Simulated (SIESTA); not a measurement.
**How a calculation on CsScW₂O₈ (C2/m, 12 atoms in the cell) responds to its settings**

```xyz
12
Lattice="4.8301 -2.9997 0.0000 4.8301 2.9997 0.0000 -0.6450 0.0000 8.7899" Properties=species:S:1:pos:R:3 pbc="T T T"
Cs    -0.3225     0.0000     4.3949
Sc     0.0000     0.0000     0.0000
W      3.4252     0.0000     1.6832
W      5.5900     0.0000     7.1067
O      2.8339     0.0000     3.3560
O      6.1813     0.0000     5.4339
O      4.4383     1.5140     1.4534
O      4.5769    -1.5140     7.3365
O      4.5769     1.5140     7.3365
O      4.4383    -1.5140     1.4534
O      2.0429     0.0000     0.5035
O      6.9723     0.0000     8.2864
```

Base run A: GGA PBEsol, numerical atomic orbitals DZP, PseudoDojo PBEsol standard norm-conserving potentials (rewritten from UPF to PSML) run with SIESTA 5.4.2, self-consistent single point.

Its settings: XC.functional = GGA; XC.authors = PBEsol; potentials = PseudoDojo PBEsol standard; PAO.BasisSize = DZP; PAO.EnergyShift = 0.01 Ry; MeshCutoff = 350 Ry; kgrid.MonkhorstPack = 3 3 2; OccupationFunction = MP; OccupationMPOrder = 0; ElectronicTemperature = 0.02 eV; MaxSCFIterations = 150; SCF.Mixer.Method = Pulay; SCF.Mixer.Weight = 0.1; SCF.Mixer.History = 8; SCF.DM.Tolerance = 1.0E-04.

The starting cell comes from a database of computed structures (which also holds hypothetical and non-ambient phases and stackings), without a prior relaxation at this level. Spin-orbit coupling is off. Values carry the incompleteness of an atom-centred basis. The basis of the alkali or alkaline-earth atoms may lack their empty d shell, which can raise the gap. In the base run, with a pressure of about -5 GPa the cell is away from its equilibrium volume at this level.

A dash stands where there is no value to compare (another energy zero or no entropy term, no result, no spin, no clean gap, or a mesh too coarse for one). Absolute energies have different zeros for different potentials, functionals, Hubbard and dispersion terms and are not compared across them.

Run A gave: pressure (GPa) -5.49; largest force (eV/Å) 0.772; gap on the mesh (eV) 3.626.

Runs:
- B: DFTU.ProjectorGenerationMethod: default → 2; DFTU.CutoffNorm: default → 0.9; DFTU.FirstIteration: default → true; DFTU.proj: default → [Sc 1, n=3 2, 1.00 0.00, 0.00 0.00] [GGA PBEsol+U]
- C: DFTU.ProjectorGenerationMethod: default → 2; DFTU.CutoffNorm: default → 0.9; DFTU.FirstIteration: default → true; DFTU.proj: default → [Sc 1, n=3 2, 2.00 0.00, 0.00 0.00] [GGA PBEsol+U]
- D: DFTU.ProjectorGenerationMethod: default → 2; DFTU.CutoffNorm: default → 0.9; DFTU.FirstIteration: default → true; DFTU.proj: default → [Sc 1, n=3 2, 3.00 0.00, 0.00 0.00] [GGA PBEsol+U]
- E: DFTU.ProjectorGenerationMethod: default → 2; DFTU.CutoffNorm: default → 0.9; DFTU.FirstIteration: default → true; DFTU.proj: default → [Sc 1, n=3 2, 4.00 0.00, 0.00 0.00] [GGA PBEsol+U]
- F: DFTU.ProjectorGenerationMethod: default → 2; DFTU.CutoffNorm: default → 0.9; DFTU.FirstIteration: default → true; DFTU.proj: default → [Sc 1, n=3 2, 5.00 0.00, 0.00 0.00] [GGA PBEsol+U]
- G: DFTU.ProjectorGenerationMethod: default → 2; DFTU.CutoffNorm: default → 0.9; DFTU.FirstIteration: default → true; DFTU.proj: default → [Sc 1, n=3 2, 6.00 0.00, 0.00 0.00] [GGA PBEsol+U]
- H: DFTU.ProjectorGenerationMethod: default → 2; DFTU.CutoffNorm: default → 0.9; DFTU.FirstIteration: default → true; DFTU.proj: default → [Sc 1, n=3 2, 7.00 0.00, 0.00 0.00] [GGA PBEsol+U]
- I: DFTU.ProjectorGenerationMethod: default → 2; DFTU.CutoffNorm: default → 0.9; DFTU.FirstIteration: default → true; DFTU.proj: default → [Sc 1, n=3 2, 8.00 0.00, 0.00 0.00] [GGA PBEsol+U]

What does run G change against A?

The pressure goes from -5.49 to -3.24 GPa, the largest force goes from 0.772 to 1.447 eV/Å and the gap on the mesh goes from 3.626 to 4.086 eV.

What does run C change against A?

The pressure goes from -5.49 to -4.76 GPa, the largest force goes from 0.772 to 0.913 eV/Å and the gap on the mesh goes from 3.626 to 3.793 eV.

```tsv
run	pressure (GPa)	largest force (eV/Å)	gap on the mesh (eV)	Hubbard energy (eV/atom)
A	-5.49	0.772	3.626	–
B	-5.12	0.800	3.710	0.053
C	-4.76	0.913	3.793	0.103
D	-4.39	1.036	3.873	0.150
E	-4.01	1.168	3.949	0.195
F	-3.63	1.305	4.020	0.238
G	-3.24	1.447	4.086	0.278
H	-2.84	1.592	4.146	0.315
I	-2.44	1.741	4.200	0.351
```
